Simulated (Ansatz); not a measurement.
## HgTe under a change: Te vacancy, symmetric start

Start from a 16-atom supercell of HgTe in the zinc blende structure (space group F-43m, No. 216; a = 6.651 Å) at its relaxed geometry.

Perturbation: a neutral Te vacancy, symmetric start, atoms relaxed at fixed cell.

Level of theory: PBE in Ansatz (plane waves to 420 eV, PAW, no SOC), earlier PAW set. Γ-centred 5×5×5 mesh, Fermi–Dirac width 0.05 eV.

```json
{
 "pressure": "0.2 GPa (base 0.0 GPa)",
 "energy_gained_by_relaxation": "0.01 eV",
 "mean_distance_from_the_defect_site_to_its_nearest_host_atoms": "2.91 Å (base 2.88 Å)"
}
```

Final structure:

```yaml
crystal:
  lattice:
    - [0.00000, 6.65069, 6.65069]
    - [6.65069, 0.00000, 6.65069]
    - [6.65069, 6.65069, 0.00000]
  atoms:
    - { symbol: Te, position: [0.37414, 0.37414, 0.87586] }
    - { symbol: Te, position: [0.37414, 0.87586, 0.37414] }
    - { symbol: Te, position: [0.37414, 0.87586, 0.87586] }
    - { symbol: Te, position: [0.87586, 0.37414, 0.37414] }
    - { symbol: Te, position: [0.87586, 0.37414, 0.87586] }
    - { symbol: Te, position: [0.87586, 0.87586, 0.37414] }
    - { symbol: Te, position: [0.87500, 0.87500, 0.87500] }
    - { symbol: Hg, position: [0.00013, 0.00013, 0.00013] }
    - { symbol: Hg, position: [0.00013, 0.00013, 0.49961] }
    - { symbol: Hg, position: [0.00013, 0.49961, 0.00013] }
    - { symbol: Hg, position: [0.99558, 0.50147, 0.50147] }
    - { symbol: Hg, position: [0.49961, 0.00013, 0.00013] }
    - { symbol: Hg, position: [0.50147, 0.99558, 0.50147] }
    - { symbol: Hg, position: [0.50147, 0.50147, 0.99558] }
    - { symbol: Hg, position: [0.50147, 0.50147, 0.50147] }
```

In so small a cell the defect repeats every few ångströms: this is an ordered compound, not a dilute defect. The defect started on the symmetric site and kept its symmetry, so it may sit on a saddle. All final runs are without spin polarisation. The defect cell is not spin-polarised.

Ansatz is an electronic-structure program.
